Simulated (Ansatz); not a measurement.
Structure of amorphous Al28O42W (periodic cell):

```xyz
71
Lattice="9.2072 0.0000 0.0000 0.0000 9.2072 0.0000 0.0000 0.0000 9.2072" Properties=species:S:1:pos:R:3 pbc="T T T"
Al     5.4190     5.1204     6.3946
Al     2.8526     3.7273     5.8793
Al     3.6216     0.6613     1.4469
Al     9.1406     8.1455     2.4053
Al     0.1440     3.5877     5.6380
Al     7.0957     3.3309     1.6704
Al     0.3569     5.0901     3.0202
Al     6.8636     5.8616     3.2464
Al     8.7324     1.1149     4.1375
Al     2.2057     6.8487     1.0710
Al     6.8989     0.0746     6.4199
Al     6.4629     3.1931     4.8266
Al     0.9641     8.9150     6.4475
Al     2.5722     3.9209     0.9394
Al     2.5569     2.7225     3.4028
Al     8.7154     1.0354     8.9245
Al     6.8352     8.7004     1.5670
Al     2.3519     6.0134     7.5111
Al     2.4924     1.6488     8.1006
Al     6.9896     2.8954     8.0300
Al     4.1004     0.7864     5.7425
Al     5.6849     1.1496     3.3693
Al     7.1791     6.7982     8.3023
Al     8.8325     6.3473     6.2902
Al     4.6274     8.3304     8.3658
Al     3.9691     5.5944     3.4201
Al     0.4173     4.1976     8.3299
Al     2.6098     8.5751     3.8372
O      7.4558     0.6802     2.9740
O      5.0834     8.8002     6.7325
O      3.4449     7.0630     4.1314
O      8.1869     2.7746     4.5674
O      6.1672     7.9399     0.0629
O      8.4116     5.5718     7.9363
O      6.0107     2.8782     3.0641
O      5.7172     5.8971     7.9061
O      1.1331     7.1685     6.7673
O      1.5466     2.6893     4.9241
O      1.6794     2.9707     8.9088
O      3.4129     7.0220     8.7396
O      6.1033     3.7335     0.2240
O      7.9510     4.7172     2.3995
O      3.4593     2.2191     6.7036
O      0.8407     0.0411     3.4860
O      0.8353     6.6460     2.2784
O      8.2706     2.5724     0.5287
O      7.5038     7.5436     6.6897
O      5.2886     0.2984     1.8713
O      2.5020     9.1132     5.6516
O      6.2027     5.1749     4.7854
O      1.3989     4.5120     6.7298
O      3.2089     2.3324     1.7704
O      6.0422     3.4638     6.5853
O      0.9971     0.6417     7.9642
O      3.7608     0.9906     3.8633
O      2.6577     8.4484     1.8788
O      1.4069     3.8151     2.4648
O      1.5111     5.4857     9.1198
O      9.0921     5.3138     4.8045
O      3.6045     3.9973     4.2214
O      7.4816     7.4157     2.7210
O      3.1767     5.5263     1.7849
O      3.6755     5.2197     6.5401
O      8.6292     3.1330     7.2396
O      8.6377     0.3071     5.7087
O      8.5654     8.8493     0.8363
O      5.4205     5.5436     2.3414
O      7.1646     1.0608     7.9308
O      3.6832     0.5750     8.8811
O      5.9355     1.2692     5.1786
W      4.7759     5.3013     0.3978
```

Method: PBE, scalar-relativistic without spin-orbit coupling (plane waves to 420 eV, PAW; Ansatz, an electronic-structure program). The usual formal charges leave 6 electrons over, so the level spacing at the Fermi energy parts defect or band states and needn't be the band gap. In the spin-polarised cell the level spacing at the Fermi energy can part levels of unlike spin.

A CHGNet melt-quench gave the starting glass, which DFT then relaxed. O atoms were pushed apart under 1.9 Å during the dynamics, to hinder bonds among them. The hot cell started wider than the set density and was brought back towards it in steps. It is the lowest in DFT energy of 2 quenches. It is a model cell: composition and starting density were chosen by hand, and all elements were melted together. No dispersion term was used. Its density started from a set value of 3.43 and ended at 3.43 g/cm³. The simulated quench (nominally 340 K/ps over its main leg) is rapid and tends to freeze in more defects than a deposited or slowly cooled glass has. A cell of this size samples the disorder only roughly. The volume was held where the preparation left it, at a PBE pressure of 4.9 GPa. Stress components on the final sampling reach 6.6 GPa. On a 2×2×2 Γ-centred mesh force components of up to 0.41 eV/Å stay, since the relaxation ran on the zone centre alone.

Bonds are counted up to Al-Al 2.66 Å, Al-O 2.28 Å, Al-W 2.85 Å, O-O 1.58 Å, O-W 2.51 Å, W-W 3.04 Å. Two cations that share two anions don't count as bonded, nor two that share one unless they lie closer than Al-Al 2.59 Å, Al-W 2.77 Å, W-W 2.95 Å.

Question: Give the coordination numbers, mean bond lengths and angles.

Answer: 
```
Item                                                                                                  Result
---------------------------------  -------------------------------------------------------------------------
Mean coordination of Al by anions  4.50 (14 with 4, 14 with 5); 1 close contacts or bonds to cations besides
Mean coordination of O                                                  3.12 (1 with 2, 35 with 3, 6 with 4)
Mean coordination of W by anions               5.00 (1 with 5); 1 close contacts or bonds to cations besides
Mean Al-O bond                                                         1.841 Å (spread 0.080 Å, 126 counted)
Mean O-W bond                                                            2.129 Å (spread 0.120 Å, 5 counted)
Bond angle at Al                                                                   mean 107.2°, spread 23.5°
Bond angle at O                                                                    mean 115.4°, spread 18.2°
Bond angle at W                                                                    mean 101.8°, spread 30.8°
```

Question: List the pairs of like atoms that count as bonded by the rules above.

Answer: There are none by these rules.
